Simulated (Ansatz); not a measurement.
Os: element substitutions

Take Os in the hcp (Mg type) structure (space group P6_3/mmc, No. 194; a = 2.729 Å, c = 4.307 Å) as the base.

Each row replaces one element on all its sites; cell and atoms are relaxed.

All numbers come from PBEsol (Ansatz, an electronic-structure program; PAW; 420 eV plane waves; scalar-relativistic without spin-orbit coupling), earlier PAW set.

```json
[
 {"case": "base", "density": "22.74 g/cm³", "shortest interatomic distance": "5.042 bohr", "c/a ratio": "1.578"},
 {"case": "Os → W", "density": "19.02 g/cm³", "shortest interatomic distance": "5.200 bohr", "c/a ratio": "1.779"},
 {"case": "Os → Ru", "density": "12.60 g/cm³", "shortest interatomic distance": "4.972 bohr", "c/a ratio": "1.577"},
 {"case": "Os → Pt", "density": "21.40 g/cm³", "shortest interatomic distance": "5.157 bohr", "c/a ratio": "1.720"}
]
```

No phonon test of stability was made. For W and Pt in this form, whether it has been made was not checked. All final runs are without spin polarisation. Pt lies near a magnetic instability that expansion can trigger; it was not tested. Pt has a high density of states at the Fermi level and may be magnetic at this level. This is not the structure that W has at room temperature and ambient pressure. This is not the structure that Pt has at room temperature and ambient pressure.
